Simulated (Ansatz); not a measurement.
Al2O3, response to strain

Base system: Al₂O₃ in the corundum structure (space group R-3c, No. 167; a = 4.7292 Å, c = 12.8916 Å (hexagonal axes)).

Strains are applied to the cell and any free atomic positions relax.

The values are results of LDA (Ansatz, a first-principles code), no SOC, not measurements.

Notes on the quantities. energy relative to the base: free energy F.

```tsv
case	band gap	volume per atom	energy relative to the base	electron mass
base	6.43 eV	8.32 Å³	0 meV/atom	0.43 mₑ along c, 0.39 mₑ across (at Γ)
isotropic strain +1.50 %	…	8.70 Å³	+13 meV/atom	…
isotropic strain +2.25 %	5.61 eV	8.90 Å³	+29 meV/atom	…
isotropic strain +3.00 %	5.34 eV	9.10 Å³	+50 meV/atom	…
```

Task: Some entries are withheld; estimate them.

Result: 
- isotropic strain +1.50 %, band gap: 5.88 eV
- isotropic strain +1.50 %, electron mass: 0.40 mₑ along c, 0.37 mₑ across (at Γ)
- isotropic strain +2.25 %, electron mass: 0.38 mₑ along c, 0.36 mₑ across (at Γ)
- isotropic strain +3.00 %, electron mass: 0.37 mₑ along c, 0.35 mₑ across (at Γ)

Effective masses come from finite differences of ±0.01 Å⁻¹. No phonon test of stability was made.
